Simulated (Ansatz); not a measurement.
Pd under a change: pressure 2.1 GPa

Base system: Pd in the fcc (Cu type) structure (space group Fm-3m, No. 225; a = 3.908 Å).

Perturbation: cell and atoms relaxed at a pressure of 2.1 GPa.

The values are results of DFT with r2SCAN, PAW potentials and a 500 eV plane-wave cutoff in Ansatz (a first-principles code), scalar-relativistic without spin-orbit coupling, not measurements. Γ-centred 20×20×20 mesh, Fermi–Dirac width 0.05 eV.

The volume per atom drops by 0.164 Å³, from 14.93 Å³ to 14.76 Å³ and the density increases by 0.13 g/cm³ (11.84 g/cm³ → 11.97 g/cm³). The lattice parameter a decreases by 0.014 Å (3.908 Å → 3.894 Å) and the shortest interatomic distance drops by 0.0102 Å, from 2.764 Å to 2.753 Å. The enthalpy H = E + PV relative to the base's energy is +0.19 eV/atom and the band gap stays zero.

Final structure:

```
CELL_PARAMETERS angstrom
      0.00000     1.94697     1.94697
      1.94697     0.00000     1.94697
      1.94697     1.94697     0.00000
ATOMIC_POSITIONS crystal
  Pd 0.00000 0.00000 0.00000
```

Load acts through the strain it causes; cell and atoms are relaxed under it. Whether these cells are dynamically stable was not tested. The final runs are not spin-polarised. Pd has a high density of states at the Fermi level and may be magnetic at this level.
